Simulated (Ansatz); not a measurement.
# Formation energy of O_i in Ti (hcp, P6₃/mmc): levels of theory

Subject: the formation energy of O_i in Ti (hcp, P6₃/mmc). Reaction: 8 Ti (hcp) + 1/2 O2 (gas) → cell A.

A: a supercell of 8 sites of Ti (hcp, P6₃/mmc) with O off the lattice sites (6 Ti at 2.08 Å); spin state with PBE: run without spin.

Method: Ansatz (a program for electronic structure), PAW, neutral cells at 0 K with nuclei at rest, on structures from PBE. Ansatz runs with its PAW set soft_1. Other levels take these structures. The lattices are those relaxed with PBE, so at other levels the solids can be strained, which adds to the spread. A dispersion term (D3(BJ), or D4 for r2SCAN) was computed beside these levels and is taken off wherever the name lacks it. Space groups of crystals are read within 0.01 Å. The cell is small for its defects, so this is an ordered compound on the host's lattice rather than an isolated defect. Cell A has symmetry P-3m1 within 0.02 Å and got no random move, so less symmetric positions, which may lie lower, weren't tried.

```csv
Method,value (eV)
PBE,-5.59
PBE+D3(BJ),-5.88
LDA,-6.69
PBEsol,___
RPBE,___
r2SCAN+D4,-6.28
```

**Question.** What belongs in the gaps?

**Answer.** 
- PBEsol, value (eV): -6.05
- RPBE, value (eV): -5.12

The levels shown span 1.57 eV, from LDA (-6.69) to RPBE (-5.12).

Rough cost of one single point on cell A, against PBEsol's on the same shared machine and with each level's own mesh and cutoff: r2SCAN about 10 times.
